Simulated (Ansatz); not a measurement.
Electronic density of states of amorphous Al₆₄O₉₄, density 2.81 g/cm³, on a 2×2×2 Γ-centred mesh with a Gaussian width of 0.1 eV; energies count from the Fermi level, whose place inside the gap is arbitrary. Cell and mesh are small, so fine structure isn't converged. These are PBE, scalar-relativistic without spin-orbit coupling (plane waves to 420 eV, PAW; Ansatz, an electronic-structure program) values and carry that method's errors. Sampling: a 2×2×2 Γ-centred mesh; Fermi-Dirac width 0.02 eV; no spin polarisation. The usual formal charges leave 4 electrons over, so the level spacing at the Fermi energy parts defect or band states and needn't be the band gap. At PBE the levels at the filled edge of the gap are localised (band-tail or defect states), and the nearest spread-out levels lie 4.4 eV apart at the zone centre.

A CHGNet melt-quench gave the starting glass, which DFT then relaxed. O atoms were pushed apart under 1.9 Å during the dynamics, to hinder bonds among them. The hot cell started wider than the set density and was brought back towards it in steps. It is the lowest in DFT energy of 4 quenches. It is a model cell: composition and starting density were chosen by hand, and all elements were melted together. No dispersion term was used. Its density started from a set value of 2.77 and ended at 2.81 g/cm³. The simulated quench (nominally 190 K/ps over its main leg) is rapid and tends to freeze in more defects than a deposited or slowly cooled glass has. One small periodic cell is one sample of the glass; other quenches scatter about these values. Volume and shape were free in the relaxation. Stress components on the final sampling reach 1.4 GPa. Cycles of charging lowered its energy after that relaxation.

```tsv
E - EF (eV)	states/(eV atom)
-12.00	0.00
-11.90	0.00
-11.80	0.00
-11.70	0.00
-11.60	0.00
-11.50	0.00
-11.40	0.00
-11.30	0.00
-11.20	0.00
-11.10	0.00
-11.00	0.00
-10.90	0.00
-10.80	0.00
-10.70	0.00
-10.60	0.00
-10.50	0.00
-10.40	0.00
-10.30	0.00
-10.20	0.00
-10.10	0.01
-10.00	0.05
-9.90	0.12
-9.80	0.12
-9.70	0.15
-9.60	0.18
-9.50	0.22
-9.40	0.29
-9.30	0.34
-9.20	0.32
-9.10	0.34
-9.00	0.37
-8.90	0.38
-8.80	0.41
-8.70	0.42
-8.60	0.44
-8.50	0.43
-8.40	0.39
-8.30	0.36
-8.20	0.38
-8.10	0.41
-8.00	0.44
-7.90	0.44
-7.80	0.46
-7.70	0.52
-7.60	0.53
-7.50	0.52
-7.40	0.55
-7.30	0.55
-7.20	0.54
-7.10	0.55
-7.00	0.55
-6.90	0.57
-6.80	0.59
-6.70	0.60
-6.60	0.57
-6.50	0.55
-6.40	0.61
-6.30	0.65
-6.20	0.65
-6.10	0.67
-6.00	0.67
-5.90	0.69
-5.80	0.73
-5.70	0.76
-5.60	0.73
-5.50	0.72
-5.40	0.72
-5.30	0.72
-5.20	0.73
-5.10	0.79
-5.00	0.77
-4.90	0.72
-4.80	0.74
-4.70	0.77
-4.60	0.74
-4.50	0.70
-4.40	0.72
-4.30	0.65
-4.20	0.56
-4.10	0.58
-4.00	0.56
-3.90	0.55
-3.80	0.51
-3.70	0.40
-3.60	0.39
-3.50	0.53
-3.40	0.49
-3.30	0.26
-3.20	0.12
-3.10	0.08
-3.00	0.09
-2.90	0.09
-2.80	0.09
-2.70	0.05
-2.60	0.01
-2.50	0.00
-2.40	0.00
-2.30	0.00
-2.20	0.00
-2.10	0.00
-2.00	0.00
-1.90	0.00
-1.80	0.00
-1.70	0.00
-1.60	0.00
-1.50	0.00
-1.40	0.01
-1.30	0.05
-1.20	0.05
-1.10	0.01
-1.00	0.00
-0.90	0.00
-0.80	0.03
-0.70	0.07
-0.60	0.03
-0.50	0.00
-0.40	0.00
-0.30	0.00
-0.20	0.00
-0.10	0.00
0.00	0.00
0.10	0.00
0.20	0.00
0.30	0.00
0.40	0.00
0.50	0.00
0.60	0.01
0.70	0.01
0.80	0.01
0.90	0.02
1.00	0.01
1.10	0.02
1.20	0.05
1.30	0.06
1.40	0.05
1.50	0.04
1.60	0.05
1.70	0.06
1.80	0.06
1.90	0.05
2.00	0.05
2.10	0.06
2.20	0.09
2.30	0.12
2.40	0.12
2.50	0.11
2.60	0.10
2.70	0.10
2.80	0.11
2.90	0.11
3.00	0.13
3.10	0.15
3.20	0.18
3.30	0.21
3.40	0.20
3.50	0.20
3.60	0.20
3.70	0.22
3.80	0.25
3.90	0.29
4.00	0.29
4.10	0.28
4.20	0.32
4.30	0.35
4.40	0.36
4.50	0.39
4.60	0.39
4.70	0.37
```

The level spacing at the Fermi energy on this mesh is 1.33 eV; the broadening fills part of it in the curve.
